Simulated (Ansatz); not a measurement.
**Ti3AlC: x(Be) = 0.5, 10 atoms, P4/mmm (arrangement A)**

The reference is Ti3AlC in the anti-perovskite structure (space group Pm-3m, No. 221; a = 4.141 Å; a cell from a computed database, its experimental status unchecked).

The other end (x = 1) is Ti$_{3}$BeAl (space group Pm-3m, No. 221; a hypothetical phase, not in the database extracts checked): 16.24 Å³/atom, gap zero; this end may not be an ambient phase.

One thing is altered: Be replaces 50.0 % of the C, ordered in a cell of 10 atoms (starting symmetry P4/mmm) and fully relaxed.

All numbers come from PBEsol/PAW in Ansatz (an electronic-structure program), no SOC. k-mesh 11×11×6 (Γ-centred); smearing 0.05 eV (Fermi–Dirac), for the changed cell.

```tsv
quantity	base	changed	shift
density	4.27 g/cm³	3.97 g/cm³	-0.30 g/cm³
shortest interatomic distance	3.912 bohr	3.857 bohr	-0.0557 bohr
band gap	zero	zero	–
mixing energy (to 0.01 eV only: unlike meshes or grids) (against an end that may be hypothetical)	–	0.00 eV/atom	–
deviation of the volume from the linear (Vegard-type) interpolation	–	-0.4 %	–
```

Cost of the whole job for the changed cell (relaxation, final SCF and bands): around 4 core-minutes (rough).

Each cell is one ordered arrangement of few atoms, which overstates ordering effects compared with a random alloy. No phonon test of stability was made. The final runs are not spin-polarised. An odd electron count without spin: Ti3AlC and Ti3BeAl. Ti3BeAl has a high density of states at the Fermi level and may be magnetic at this level.
